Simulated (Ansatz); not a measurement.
Ansatz (a quantum-chemistry and plane-wave program) run on Ta2H (P2, 3 atoms in the cell): self-consistent single point.

Level of theory: LDA (PW92), default PAW files made with PBE (plane waves; Ansatz).

The change in words: lattice scaled by 0.98; basis.ecutrho_ratio: default → 8. Reference geometry:
```
CELL_PARAMETERS angstrom
      1.72910    -2.38333     0.00000
      1.72910     2.38333     0.00000
      0.00000     0.00000     4.78236
ATOMIC_POSITIONS crystal
  Ta 0.00000 0.50000 0.27503
  Ta 0.50000 0.00000 0.73543
  H  0.00000 0.00000 0.00000
```

Reference input (self-consistent single point, DFT, LDA (PW92), plane waves, default PAW files made with PBE): basis.ecutwfc = 30.9 Ry; kpoints.mp_grid.grid = 8 8 5; hamiltonian.xc = lda; hamiltonian.pseudopotentials = {kind: paw} (the program's default PAW files); scf.occupations.method = fermi_dirac; scf.occupations.width = 0.0073 Ry. This run's input differs from it in these lines:

Ansatz 0.2 input:
```diff
@@ -3,8 +3,8 @@
   lattice:
-    - [1.729097, -2.383327, 0.000000]
-    - [1.729097, 2.383327, 0.000000]
-    - [0.000000, 0.000000, 4.782363]
+    - [1.694515, -2.335660, 0.000000]
+    - [1.694515, 2.335660, 0.000000]
+    - [0.000000, 0.000000, 4.686716]
   atoms:
-    - { symbol: Ta, position_ang: [0.864549, 1.191663, 1.315269] }
-    - { symbol: Ta, position_ang: [0.864549, -1.191663, 3.517093] }
+    - { symbol: Ta, position_ang: [0.847257, 1.167830, 1.288964] }
+    - { symbol: Ta, position_ang: [0.847257, -1.167830, 3.446752] }
     - { symbol: H, position_ang: [0.000000, 0.000000, 0.000000] }
@@ -12,2 +12,3 @@
   ecutwfc: 30.9 Ry
+  ecutrho_ratio: 8
 kpoints:
```

Output (repeated stretches shortened):

```
SCF iter   1: F=—  HF=-19381.427769 eV  |F-HF|=—  |Δ(HF+E_count)|=         —  Δρ=6.37e-3  dr2=1.34e-2  ethr=1.77e-3  ⟨swp⟩=5.3  Hψ=8241  notcnv=0
all-band conjugate gradients solve this SCF's bands
preconditioner: auto → none
SCF iter   2: F=—  HF=-19381.424848 eV  |F-HF|=—  |Δ(HF+E_count)|=   2.92e-3  Δρ=3.74e-3  dr2=4.96e-3  ethr=4.98e-5  ⟨swp⟩=1.2  Hψ=2720  notcnv=0
SCF iter   3: F=—  HF=-19381.423340 eV  |F-HF|=—  |Δ(HF+E_count)|=   1.51e-3  Δρ=4.61e-4  dr2=4.12e-5  ethr=1.84e-5  ⟨swp⟩=2.0  Hψ=2399  notcnv=0
SCF iter   4: F=—  HF=-19381.423324 eV  |F-HF|=—  |Δ(HF+E_count)|=   1.58e-5  Δρ=1.48e-4  dr2=1.32e-5  ethr=1.52e-7  ⟨swp⟩=2.0  Hψ=3212  notcnv=0
SCF iter   5: F=—  HF=-19381.423323 eV  |F-HF|=—  |Δ(HF+E_count)|=   1.60e-6  Δρ=6.51e-5  dr2=6.65e-6  ethr=4.88e-8  ⟨swp⟩=2.2  Hψ=2866  notcnv=0
SCF iter   6: F=—  HF=-19381.423321 eV  |F-HF|=—  |Δ(HF+E_count)|=   1.38e-6  Δρ=2.86e-5  dr2=1.27e-6  ethr=2.46e-8  ⟨swp⟩=2.2  Hψ=2281  notcnv=0
SCF iter   7: F=-19381.423321 eV  HF=-19381.423321 eV  |F-HF|=7.60e-8  |Δ(HF+E_count)|=   3.03e-7  Δρ=8.56e-6  dr2=8.60e-8  ethr=3.70e-10  ⟨swp⟩=3.6  Hψ=7250  notcnv=0
SCF 1 converged in 7 iterations: F = -19381.423321 eV  dr2 = 8.60e-8
Free energy (F): -19381.423321 eV
Internal energy: -19381.375240 eV  (E = F + TS)
E sigma→0 (E₀):  -19381.399280 eV
Entropy (-TS):   -0.048081 eV (-16.027 meV/atom)
Fermi energy:    18.356521 eV
--- Forces (eV/Å), atoms counted from 1 ---
  atom   1  Ta     0.00000000     0.00000000    -0.73916078
  atom   2  Ta     0.00000000     0.00000000     0.54260417
  atom   3  H      0.00000000     0.00000000     0.19654574
--- Stress (GPa, compression-positive) ---
       -0.392907      -0.603837       0.000000
       -0.603837       1.587789       0.000000
        0.000000       0.000000       3.302751
  P = ⅓ Tr σ = 1.4992 GPa (14.992 kbar)
  The stress holds the Pulay correction. Without it, at fixed plane waves, as pw.x and ABINIT print it: P = 1.4040 GPa
```

The run converged in 7 iterations. Against the reference run the free energy falls by 24.2 meV/atom, the pressure goes from -10.91 to 1.50 GPa and the largest force goes from 0.499 to 0.739 eV/Å.

The starting cell comes from a database of computed structures (which also holds hypothetical and non-ambient phases and stackings), without a prior relaxation at this level. Its lattice was rescaled by up to half a per cent. One atom was moved a little off its site on purpose. For this run, on top of that: lattice scaled by 0.98. Spin polarisation is off. Ansatz's pressure includes its estimate of the finite-basis (Pulay) stress.
